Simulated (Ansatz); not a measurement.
In a (10,0) GaN nanotube, the lowest empty band has its minimum at Γ and lies 0.020 eV higher 0.0354 Å⁻¹ away along the axis.

Computed with PBE (plane waves to 420 eV, PAW; Ansatz, a quantum-chemistry and plane-wave program). Mesh 1×1×6. No spin polarisation. One-dimensional cell, images about 11 Å apart. A hypothetical model, rolled from the flat sheet. Only distortions within the start's symmetry and period were free.

Problem. Estimate the electron mass along the axis.

Solution. For a parabola ΔE = ħ²Δk²/2m, and ħ²/2mₑ = 3.810 eV Å². So m/mₑ = 3.810 × 0.0354²/0.020 = 0.24. The curvature over a step a third as long gives 0.23; the band is close to a parabola here.
